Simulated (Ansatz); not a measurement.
## SnO2: uniaxial strain ε_zz = +1.80 %

Base system: SnO2 in the rutile structure (space group P4_2/mnm, No. 136; a = 4.7224 Å, c = 3.1903 Å). Axes: x, y, z lie along a, b, c of the conventional cell.

One thing is altered: uniaxial strain ε_zz = +1.80 %, all other strain components held at zero, atoms relaxed at fixed cell.

Level of theory: Ansatz (an electronic-structure program) LDA, spin-orbit coupling left out. Settings: 7×7×10 k-points, 0.05 eV Fermi–Dirac smearing.

```csv
quantity,base,changed,shift
volume per atom,11.86 Å³,12.07 Å³,+0.21 Å³
space group,P4_2/mnm (No. 136),P4_2/mnm (No. 136),–
shortest interatomic distance,2.044 Å,2.049 Å,+0.005 Å
energy relative to the base (free energy F),0 meV/atom,+4.9 meV/atom,+4.9 meV/atom
"pressure (mean of the normal stresses, compression positive)",0.0 kbar,-42.0 kbar,-42.06 kbar
band gap,1.16 eV,0.91 eV,-0.25 eV
gap character,direct at Γ,direct at Γ,–
width of the top valence band,1.28 eV,1.25 eV,-0.03 eV
electron mass,"0.18 mₑ along c, 0.20 mₑ across (at Γ)","0.17 mₑ along z, 0.18 mₑ across (at Γ)",–
hole mass,"1.7 mₑ along c, 1.2 mₑ across (at Γ)","1.6 mₑ along z, 1.3 mₑ across (at Γ)",–
"valence-band top at Γ (three highest levels, from the VBM)","0.00, -0.80, -0.80 eV","0.00, -0.76, -0.76 eV",–
"stress (xx, yy, zz, yz, xz, xy; compression positive)",–,"(-2.67, -2.67, -7.28, 0.00, 0.00, 0.00) GPa",–
```

Final structure:

```
CELL_PARAMETERS angstrom
      4.72236     0.00000     0.00000
      0.00000     4.72236     0.00000
      0.00000     0.00000     3.24776
ATOMIC_POSITIONS crystal
  Sn 0.00000 0.00000 0.00000
  Sn 0.50000 0.50000 0.50000
  O  0.30681 0.30681 0.00000
  O  0.80681 0.19319 0.50000
  O  0.19319 0.80681 0.50000
  O  0.69319 0.69319 0.00000
```

Masses are band curvatures over ±0.01 Å⁻¹ around the edge. Gaps are Kohn–Sham eigenvalue differences; semilocal functionals usually give less than the measured gap. No phonon test of stability was made.
